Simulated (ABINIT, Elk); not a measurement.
An Elk input for a self-consistent single point of SiNi (Pmmn, 4 atoms in the cell) (DFT, PBEsol, all-electron FP-LAPW, Elk's shipped species files, APW+lo basis with extra local orbitals):

```
tasks
  0

xctype
  22

tforce
  .true.

rgkmax
  8.0

gmaxvr
  18.0

lmaxapw
  10

lmaxo
  8

nxlo
  2

lorbcnd
  .true.

lradstp
  2

nrmtscf
  2.0

rmtscf
  0.9

lmaxi
  4

swidth
  0.00183747

maxscl
  100

avec
    5.5804935268    0.0000000000    0.0000000000
    0.0000000000    6.2206212440    0.0000000000
    0.0000000000    0.0000000000    8.8700361680

sppath
  './'

atoms
  2
  'Si.in'
  2
  0.0000000000  0.0000000000  0.1568600000    0.0 0.0 0.0
  0.5000000000  0.5000000000  0.8431400000    0.0 0.0 0.0
  'Ni.in'
  2
  0.0000000000  0.0000000000  0.6575000000    0.0 0.0 0.0
  0.5000000000  0.5000000000  0.3425000000    0.0 0.0 0.0

ngridk
  8 7 5
```

Task: Give the ABINIT input for the same structure, mesh, smearing and functional.

Result: One input that does it (others would too):

```
# SiNi, PseudoDojo nc-sr-04 PBEsol standard
pp_dirpath "./"
pseudos "Si.upf, Ni.upf"
acell 3*1.0 Angstrom
rprim
         2.9530700000    0.0000000000    0.0000000000
         0.0000000000    3.2918110000    0.0000000000
         0.0000000000    0.0000000000    4.6938210000
natom 4
ntypat 2
znucl 14 28
typat 1 1 2 2
xcart
         0.0000000000    0.0000000000    1.3913538733
         2.7902467634    3.1103106220    7.4786822947
         0.0000000000    0.0000000000    5.8320487805
         2.7902467634    3.1103106220    3.0379873875
ecut 1333 eV
ixc -116133
occopt 3
tsmear 0.05 eV
nband 29
kptopt 1
ngkpt 8 7 5
nshiftk 1
shiftk 0 0 0
nstep 50
tolvrs 1.0e-11
prtwf 0
prtden 0
prtvol 1
enunit 1
```

Basis settings and potentials, where a program has them, do not carry over. This input uses DFT, PBEsol, plane waves, norm-conserving pseudopotentials (PseudoDojo nc-sr-04 PBEsol standard).

The starting cell comes from a database of computed structures (which also holds hypothetical and non-ambient phases and stackings), without a prior relaxation at this level. Its lattice was rescaled by a random factor within 2.5 % of one.
